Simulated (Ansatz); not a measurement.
Base system: Li in the bcc (W type) structure (space group Im-3m, No. 229; a = 3.477 Å). Axes: x, y, z lie along the cube axes.

All numbers come from DFT with r2SCAN, PAW potentials and a 500 eV plane-wave cutoff in Ansatz (a program for electronic structure), no SOC.

For the base:

The volume per atom is 21.03 Å³.

It is then changed as follows: uniaxial stress, 3 GPa tension along z; all other stress components relax to zero.

**Question.** What happens to the energy relative to the base and volume per atom?

**Answer.** The energy grows by 33 meV/atom; the volume per atom rises by 1.996 Å³ (21.03 Å³ → 23.02 Å³).

Without a gap, meshes like the base's 19×19×19 leave anisotropic stresses uncertain by several tenths of a GPa, and small strain energies with them. Load acts through the strain it causes; cell and atoms are relaxed under it. Beyond what the load breaks, stability against distortions was not tested. Under uniaxial stress, 3 GPa tension along z the cell changed shape so far that it is another structure.
